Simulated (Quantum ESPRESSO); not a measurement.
Pressure against volume in fluorite-structure PtAl2 (space group 225) (Quantum ESPRESSO, PBE)

```
CELL_PARAMETERS angstrom
      0.00000     2.90246     2.90246
      2.90246     0.00000     2.90246
      2.90246     2.90246     0.00000
ATOMIC_POSITIONS crystal
  Al 0.25000 0.25000 0.25000
  Al 0.75000 0.75000 0.75000
  Pt 0.00000 0.00000 0.00000
```

Method of the run: PBE, GBRV 1.5 ultrasoft (PBE) pseudopotentials (plane waves; Quantum ESPRESSO). Settings: ecutwfc = 52 Ry; ecutrho = 416 Ry; occupations = smearing; smearing = fermi-dirac; degauss = 0.0036749 Ry; potentials = {Al: al_pbe_v1.uspp.F.UPF, Pt: pt_pbe_v1.4.uspp.F.UPF}; K_POINTS = automatic 17 17 17 0 0 0; conv_thr = 1e-10 Ry; mixing_beta = 0.3. The cell above is the first row's. The rows scale it uniformly. In all rows fractional positions and the k mesh are held.

| V (Å^3/atom) | P (GPa) |
|---|---|
| 16.301 | 10.83 |
| 16.655 | 7.22 |
| 17.009 | 3.98 |
| 17.364 | 1.08 |
| 17.718 | -1.51 |
| 18.073 | -3.83 |
| 18.427 | -5.90 |
| 18.781 | -7.76 |
| 19.136 | ? |

The 8 complete rows are fitted with a cubic, P against V. With u = V - 17.5, the rows have u = -1.1990, -0.8450, -0.4910, -0.1360, 0.2180, 0.5730, 0.9270, 1.2810. Least squares gives P = 0.049 - 7.4030·u + 1.1776·u² - 0.1229·u³. Residuals (row less fit): 0.000, 0.000, -0.002, 0.002, 0.000, -0.001, 0.000, 0.000; standard error 0.002 (degrees of freedom: 4). The fitted pressure is zero at V0 = 17.51, where dP/dV = -7.387, so B0 = -V0·dP/dV = 129 GPa.

Estimate the missing P (V = 19.136); what did the run itself give?

u = 1.6360, so P = 0.049 - 7.4030 × 1.6360 + 1.1776 × 1.6360² - 0.1229 × 1.6360³ = -9.449 GPa. The calculation gives -9.41 GPa, 0.039 GPa above the prediction (0.2 % of the range of P in the table). The row lies outside the fitted rows, so this is an extrapolation.

Carrying the step between the two nearest rows on in a straight line would have given -9.63, off by 0.22; series whose last step already gives the withheld value aren't shown. The scan was laid around a cell of about the measured size, scaled by a guess for this functional. The runs keep the symmetry of the cell, so they don't test it for distortions. Spin polarisation is off. Spin-orbit coupling is off. Cutoffs and mesh are single choices, not tested for convergence of this quantity. Series with a scatter that would blur these digits, or in which a gap closes, are not shown.
